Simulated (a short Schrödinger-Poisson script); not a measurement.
System: single InAs/In0.52Al0.48As quantum well.

```tsv
layer	material	thickness (nm)
1	In0.52Al0.48As	20
2	InAs	3
3	In0.52Al0.48As	20
```

The device is made up for the run: typed textbook-type constants, with dimensions and the other settings drawn at random. InAs: direct gap (eV) 0.45, conduction-band edge (eV) 0, electron mass (mₑ) 0.03, heavy-hole mass 0.35, light-hole mass 0.035. In0.52Al0.48As: direct gap (eV) 1.45, conduction-band edge (eV) 0.75, electron mass (mₑ) 0.075, heavy-hole mass 0.41, light-hole mass 0.09.

The valence-band edge of each layer lies one gap below its conduction-band edge. The electron's potential energy rises along the stack by the applied field. Mesh 0.03 nm at interfaces.

Q: Estimate e1 and hh1 for infinitely high walls at zero field, and compare with the finite well.

A: ħ²π²/(2mL²) gives 1392.7 meV for the electron and 119.4 meV for the heavy hole. The finite well gives 273.3 and 53.9 meV, 0.20 and 0.45 of the estimates, as the states reach into the barriers (19 % of e1 lies outside the well).

Solved with a short Schrödinger-Poisson script written for these runs: one-band effective-mass equation with BenDaniel-Duke matching, electrons, heavy and light holes apart, hard walls at the outer ends, one valence edge for both holes (no strain splitting), no charge, excitons, band mixing or non-parabolicity; under a field the levels are quasi-bound states of a box, listed while three quarters of their weight lies within 4 nm of the wells.
